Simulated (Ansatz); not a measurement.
Take SnSe₂ in the CdI2 type structure (space group P-3m1, No. 164; a = 3.840 Å, c = 6.007 Å; layered, stacked along the Cartesian z axis) as the base.

Computed with PBE-D3(BJ) in Ansatz (plane waves to 420 eV, PAW, scalar-relativistic without spin-orbit coupling).

Strains are applied to the cell and any free atomic positions relax.

One change was made to it. Results:

The largest internal atomic displacement amounts to 0.063 Å; the pressure (mean of the normal stresses, compression positive) goes from zero to -2.49 GPa; the band gap grows by 0.11 eV, from 0.36 eV to 0.47 eV.

Problem. What was done to the base?
A) isotropic strain +1.00 %
B) isotropic strain −1.00 %
C) isotropic strain +2.50 %
D) isotropic strain −1.50 %
E) isotropic strain −0.50 %

Solution. C, isotropic strain +2.50 %. For comparison, the band gap in the other runs: isotropic strain −1.00 % gives 0.30 eV; isotropic strain −0.50 % gives 0.33 eV; isotropic strain −1.50 % gives 0.26 eV; isotropic strain +1.00 % gives 0.41 eV.

Whether these cells are dynamically stable was not tested. A zero or small gap of SnSe2 under isotropic strain −1.00 % and SnSe2 under isotropic strain −1.50 % can be the functional's error rather than a property of the material.

Ansatz is a first-principles code.
